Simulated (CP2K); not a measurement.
Input and output of a self-consistent single point for SnO₂ (P4_2/mnm, 6 atoms in the cell) (CP2K).

Computed with LDA (Pade form), GPW, DZVP-MOLOPT-SR-GTH basis, GTH-PADE potentials (GTH_POTENTIALS) in CP2K.

```yaml
crystal:
  lattice:
    - [4.74000, 0.00000, 0.00000]
    - [0.00000, 4.74000, 0.00000]
    - [0.00000, 0.00000, 3.19000]
  atoms:
    - { symbol: Sn, position: [0.00000, 0.00000, 0.00000] }
    - { symbol: Sn, position: [0.50000, 0.50000, 0.50000] }
    - { symbol: O, position: [0.30700, 0.30700, 0.00000] }
    - { symbol: O, position: [0.80700, 0.19300, 0.50000] }
    - { symbol: O, position: [0.19300, 0.80700, 0.50000] }
    - { symbol: O, position: [0.69300, 0.69300, 0.00000] }
```

Reference input (self-consistent single point, DFT PBE, GPW, DZVP-MOLOPT-SR-GTH basis, GTH-PBE potentials (GTH_POTENTIALS)): CUTOFF = 450 Ry; REL_CUTOFF = 60 Ry; SMEAR/METHOD = FERMI_DIRAC; ELECTRONIC_TEMPERATURE = 116.05 K; KPOINTS/SCHEME = MONKHORST-PACK 4 4 5; GAMMA_CENTERED = T; XC_FUNCTIONAL = PBE; Sn/BASIS_SET = DZVP-MOLOPT-SR-GTH-q4; Sn/POTENTIAL = GTH-PBE-q4; O/BASIS_SET = DZVP-MOLOPT-SR-GTH-q6; O/POTENTIAL = GTH-PBE-q6; METHOD = GPW. This run's input differs from it in these lines:

```diff
@@ -44,3 +44,3 @@
     &XC
-      &XC_FUNCTIONAL PBE
+      &XC_FUNCTIONAL PADE
       &END XC_FUNCTIONAL
@@ -80,3 +80,3 @@
       BASIS_SET DZVP-MOLOPT-SR-GTH-q4
-      POTENTIAL GTH-PBE-q4
+      POTENTIAL GTH-PADE-q4
     &END KIND
@@ -84,3 +84,3 @@
       BASIS_SET DZVP-MOLOPT-SR-GTH-q6
-      POTENTIAL GTH-PBE-q6
+      POTENTIAL GTH-PADE-q6
     &END KIND
```

Output (repeated stretches shortened):

```
 SCF WAVEFUNCTION OPTIMIZATION

  Step     Update method      Time    Convergence         Total energy    Change
     1 NoMix/Diag. 0.30E+00      -     1.35276453       -71.5414888124 -7.15E+01
     2 Broy./Diag. 0.30E+00      -     0.15669450       -66.3023416721  5.24E+00
     3 Broy./Diag. 0.30E+00      -     0.12135608       -70.2376681115 -3.94E+00
     4 Broy./Diag. 0.30E+00      -     0.03952572       -71.4962492059 -1.26E+00
     5 Broy./Diag. 0.30E+00      -     0.01385187       -71.2846965638  2.12E-01
     6 Broy./Diag. 0.30E+00      -     0.00342593       -71.3198304522 -3.51E-02
   [... 3 lines left out ...]
    10 Broy./Diag. 0.30E+00      -     0.00004037       -71.3012002882  2.48E-04
    11 Broy./Diag. 0.30E+00      -     0.00000217       -71.3012336877 -3.34E-05
    12 Broy./Diag. 0.30E+00      -     0.00000233       -71.3012629636 -2.93E-05
    13 Broy./Diag. 0.30E+00      -     0.00000048       -71.3012692923 -6.33E-06
  *** SCF run converged in    13 steps ***

  Overlap energy of the core charge distribution:               0.00000021036068
  Self energy of the core charge distribution:               -178.96848677181845
  Core Hamiltonian energy:                                     50.35493391392602
  Hartree energy:                                              73.43795151934644
  Exchange-correlation energy:                                -16.12566816412124
  Electronic entropic energy:                                  -0.00000000000000
  Fermi energy:                                                 0.18788272276304

  Total energy:                                               -71.30126929230659
  Total energy (extrapolated to T->0):                        -71.30126929230659

   [... lines left out ...]

 STRESS| Analytical stress tensor [bar]
 STRESS|                        x                   y                   z
 STRESS|      x       -3.64840957933E+04   7.29345767709E-01   2.55649655062E-06
 STRESS|      y        7.29345767709E-01  -3.64840856579E+04   2.58723310298E-06
 STRESS|      z        2.55649655062E-06   2.58723310298E-06  -2.71001593523E+04
 STRESS| 1/3 Trace                                            -3.33561136011E+04
```

The run converged in 13 iterations. Against the reference run the pressure goes from 13.77 to -3.34 GPa, the largest force goes from 0.072 to 0.031 eV/Å and the gap on the mesh goes from 1.056 to 0.895 eV.

The starting cell has typed, rounded lattice constants, without a prior relaxation at this level. Values carry the incompleteness of an atom-centred basis. With a pressure of about -3 GPa the cell is away from its equilibrium volume at this level.
